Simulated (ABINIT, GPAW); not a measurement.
An ABINIT input for a self-consistent single point of Te (P3_121, 3 atoms in the cell) (DFT, PBEsol, plane waves, PAW (JTH v2.0 PBE PAW, files made for PBE)):

```
# Te, JTH v2.0 PBE PAW
pp_dirpath "./"
pseudos "Te.GGA_PBE-JTH.xml"
acell 3*1.0
rprim
         8.6500762609   -0.0000005732    0.0000000000
        -4.3250376340    7.4911860733    0.0000000000
         0.0000000000    0.0000000000   11.0915207214
natom 3
ntypat 1
znucl 52
typat 1 1 1
xcart
         1.1750245431   -0.0000000779    1.9564600000
        -0.5875122041    1.0176011433    3.9129200000
         1.7011995386    2.9465635838   -0.0000000000
      Angstrom
ecut 20 Ha
pawecutdg 40 Ha
ixc -116133
occopt 7
tsmear 0.2 eV
nband 14
kptopt 1
ngkpt 7 7 5
nshiftk 1
shiftk 0 0 0
nstep 50
tolvrs 1.0e-10
prtwf 0
prtden 0
enunit 2
```

Translate this input to GPAW.

This is the input that was run; spellings and numerical settings could be chosen otherwise.

```python
from ase import Atoms
from ase.units import GPa
from gpaw import GPAW

atoms = Atoms(['Te', 'Te', 'Te'],
              cell=[[4.577423, 0.000000, 0.000000],
                    [-2.288711, 3.964165, 0.000000],
                    [0.000000, 0.000000, 5.869380]],
              scaled_positions=[[0.256700, 0.000000, 0.333333],
                                [0.000000, 0.256700, 0.666667],
                                [0.743300, 0.743300, 0.000000]],
              pbc=True)

calc = GPAW(mode={'name': 'pw', 'ecut': 550},
            xc='PBEsol',
            kpts=(7, 7, 5),
            occupations={'name': 'methfessel-paxton', 'width': 0.2, 'order': 0},
            nbands=-6,
            convergence={'bands': -4},
            symmetry={'symmorphic': False, 'tolerance': 0.0005},
            maxiter=100,
            txt='-')

atoms.calc = calc

energy = atoms.get_potential_energy()
print('Energy (eV):', round(energy, 6))
forces = atoms.get_forces()
print('Forces (eV/Ang):')
print(forces.round(5))
stress = atoms.get_stress()
print('Stress (GPa, Voigt):', (stress / GPa).round(4))
```

Basis, cutoffs, solver keys and any potentials are the target program's own. This input uses DFT PBEsol, plane waves, GPAW PAW datasets PBEsol (made by gpaw-setup).

The starting cell comes from a database of computed structures (which also holds hypothetical and non-ambient phases and stackings), without a prior relaxation at this level. Its lattice was rescaled by a random factor within 2.5 % of one.
